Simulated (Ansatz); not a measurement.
Cu: Cu → Al

The reference is Cu in the fcc (Cu type) structure (space group Fm-3m, No. 225; a = 3.630 Å).

It is then changed as follows: Al takes the place of Cu on all its sites, then cell and atoms are relaxed.

Computed with PBE in Ansatz (plane waves to 420 eV, PAW, no spin-orbit coupling). Settings: 20×20×20 k-points, 0.05 eV Fermi–Dirac smearing, for the changed cell.

The lattice parameter a rises by 0.4108 Å, from 3.630 Å to 4.040 Å and the space group remains Fm-3m (No. 225). The shortest interatomic distance increases by 0.290 Å (2.567 Å → 2.857 Å) and the band gap stays zero.

Final structure:

```yaml
crystal:
  lattice:
    - [0.00000, 2.02024, 2.02024]
    - [2.02024, 0.00000, 2.02024]
    - [2.02024, 2.02024, 0.00000]
  atoms:
    - { symbol: Al, position: [0.00000, 0.00000, 0.00000] }
```

No phonon test of stability was made. The final runs are not spin-polarised.

Ansatz is a program for electronic structure.
